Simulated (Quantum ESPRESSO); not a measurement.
A self-consistent single point of BiBrO (P4/nmm, 12 atoms in the cell) with Quantum ESPRESSO.

Method: PBEsol, PseudoDojo standard norm-conserving (PBESOL) pseudopotentials (plane waves; Quantum ESPRESSO).

The change in words: 1 x 1 x 2 supercell, mesh divided and rounded up; K_POINTS: automatic 6 6 3 1 1 1 → automatic 6 6 2 1 1 1. Reference geometry:
```yaml
crystal:
  lattice:
    - [3.92783, 0.00000, 0.00000]
    - [0.00000, 3.92783, 0.00000]
    - [0.00000, 0.00000, 8.39432]
  atoms:
    - { symbol: Bi, position: [0.00000, 0.50000, 0.85144] }
    - { symbol: Bi, position: [0.50000, 0.00000, 0.14856] }
    - { symbol: Br, position: [0.50000, 0.00000, 0.66529] }
    - { symbol: Br, position: [0.00000, 0.50000, 0.33471] }
    - { symbol: O, position: [0.00000, 0.00000, 0.00000] }
    - { symbol: O, position: [0.50000, 0.50000, 0.00000] }
```

Reference input (self-consistent single point, DFT, PBEsol, plane waves, PseudoDojo standard norm-conserving (PBESOL) pseudopotentials): ecutwfc = 85 Ry; occupations = smearing; smearing = fermi-dirac; degauss = 0.000734986 Ry; potentials = {Bi: Bi.upf, Br: Br.upf, O: O.upf}; K_POINTS = automatic 6 6 3 1 1 1; conv_thr = 1e-10 Ry; mixing_beta = 0.7. This run's input differs from it in these lines:

```diff
@@ -9,6 +9,4 @@
 &SYSTEM
- ibrav = 6
- A = 3.9278300000
- C = 8.3943200000
- nat = 6
+ ibrav = 0
+ nat = 12
  ntyp = 3
@@ -27,11 +25,21 @@
 O     15.9990  O.upf
+CELL_PARAMETERS {angstrom}
+   3.9278300000     0.0000000000     0.0000000000
+   0.0000000000     3.9278300000     0.0000000000
+   0.0000000000     0.0000000000    16.7886400000
 ATOMIC_POSITIONS {crystal}
-Bi    0.0000000000    0.5000000000    0.8514400000
-Bi    0.5000000000    0.0000000000    0.1485600000
-Br    0.5000000000    0.0000000000    0.6652900000
-Br    0.0000000000    0.5000000000    0.3347100000
+Bi    0.0000000000    0.5000000000    0.4257200000
+Bi    0.0000000000    0.5000000000    0.9257200000
+Bi    0.5000000000    0.0000000000    0.0742800000
+Bi    0.5000000000    0.0000000000    0.5742800000
+Br    0.5000000000    0.0000000000    0.3326450000
+Br    0.5000000000    0.0000000000    0.8326450000
+Br    0.0000000000    0.5000000000    0.1673550000
+Br    0.0000000000    0.5000000000    0.6673550000
 O     0.0000000000    0.0000000000    0.0000000000
+O     0.0000000000    0.0000000000    0.5000000000
 O     0.5000000000    0.5000000000    0.0000000000
+O     0.5000000000    0.5000000000    0.5000000000
 K_POINTS {automatic}
-6 6 3  1 1 1
+6 6 2  1 1 1
```

Output, abridged:

```
     Self-consistent Calculation

     iteration #  1     ecut=    85.00 Ry     beta= 0.70

     total energy              =    -910.08975320 Ry
     estimated scf accuracy    <       2.44891452 Ry

     iteration #  2     ecut=    85.00 Ry     beta= 0.70

     total energy              =    -908.74003705 Ry
     estimated scf accuracy    <      14.08079333 Ry

     iteration #  3     ecut=    85.00 Ry     beta= 0.70

     total energy              =    -911.21501862 Ry
     estimated scf accuracy    <       1.95325502 Ry

   [... 10 blocks of this kind left out ...]

     iteration # 14     ecut=    85.00 Ry     beta= 0.70

     total energy              =    -911.43432551 Ry
     estimated scf accuracy    <          2.2E-10 Ry

     iteration # 15     ecut=    85.00 Ry     beta= 0.70
     End of self-consistent calculation

     the Fermi energy is     7.8884 ev

!    total energy              =    -911.43432551 Ry
     estimated scf accuracy    <          7.5E-11 Ry
     smearing contrib. (-TS)   =       0.00000000 Ry
     internal energy E=F+TS    =    -911.43432551 Ry

     convergence has been achieved in  15 iterations

     Forces acting on atoms (cartesian axes, Ry/au):

     atom    1 type  1   force =     0.00000000    0.00000000   -0.00096036
     atom    2 type  1   force =     0.00000000    0.00000000   -0.00096259
     atom    3 type  1   force =     0.00000000    0.00000000    0.00096259
     atom    4 type  1   force =     0.00000000    0.00000000    0.00096036
     atom    5 type  2   force =     0.00000000    0.00000000    0.00303857
   [... lines left out ...]

     Total force =     0.006374     Total SCF correction =     0.000006

          total   stress  (Ry/bohr**3)                   (kbar)     P=      -11.30
  -0.00009270   0.00000000   0.00000000          -13.64        0.00        0.00
   0.00000000  -0.00009270   0.00000000            0.00      -13.64        0.00
   0.00000000   0.00000000  -0.00004510            0.00        0.00       -6.63

   JOB DONE.
```

The run converged in 15 iterations. Against the reference run the free energy hardly moves (within 1 meV/atom), the pressure stays at -1.13 GPa, the largest force stays at 0.078 eV/Å and the gap on the mesh goes from 2.681 to 2.714 eV.

The starting cell comes from a database of computed structures (which also holds hypothetical and non-ambient phases and stackings), without a prior relaxation at this level. Spin-orbit coupling is off. The shifted mesh does not hold Γ, so a gap read on it misses any band edge there.

Cost on one core of a shared machine: roughly 4 min.
